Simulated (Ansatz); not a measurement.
ZnGeP2 in the chalcopyrite structure (space group I-42d, No. 122)

```
ZnGeP2
1.0
   -2.74995     2.74995     5.42237
    2.74995    -2.74995     5.42237
    2.74995     2.74995    -5.42237
Zn Ge P
2 2 4
Direct
  0.00000   0.00000   0.00000
  0.75000   0.25000   0.50000
  0.50000   0.50000   0.00000
  0.25000   0.75000   0.50000
  0.87500   0.87162   0.49662
  0.12838   0.62500   0.00338
  0.37500   0.37838   0.50338
  0.62162   0.12500   0.99662
```

Computed with PBE, PAW, 420 eV (Ansatz, a first-principles code; no SOC). k-mesh 9×9×9 (Γ-centred); smearing 0.05 eV (Fermi–Dirac).

| Property | Value |
|---|---|
| Volume per atom | 20.50 Å³ |
| Density | 4.05 g/cm³ |
| Band gap | 1.14 eV (uncertain: the edges found on the path are not clean extrema) |
| Total energy | -2281.575 eV/atom (σ→0; compares only within this code and set-up) |

No phonon test of stability was made.
